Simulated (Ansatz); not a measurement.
CsCl-type CuZn was calculated with PBE (plane waves, PAW; Ansatz, a first-principles code).

Numerical settings: plane-wave cutoff 520 eV, 16×16×16 k mesh, Fermi–Dirac smearing 0.1 eV, perturbation theory, no spin polarisation, scalar-relativistic PAW data made under PBE.

Computed at the level's own relaxed cell.

Harmonic phonon frequencies (cm⁻¹; i marks an imaginary mode):

| q point | frequencies |
|---|---|
| Γ | 0 0 0 193 193 193 |
| X | 138 138 139 139 149 172 |
| M | 19 19 146 154 218 218 |
| R | 134 134 134 158 158 158 |

No imaginary mode appears at these points.
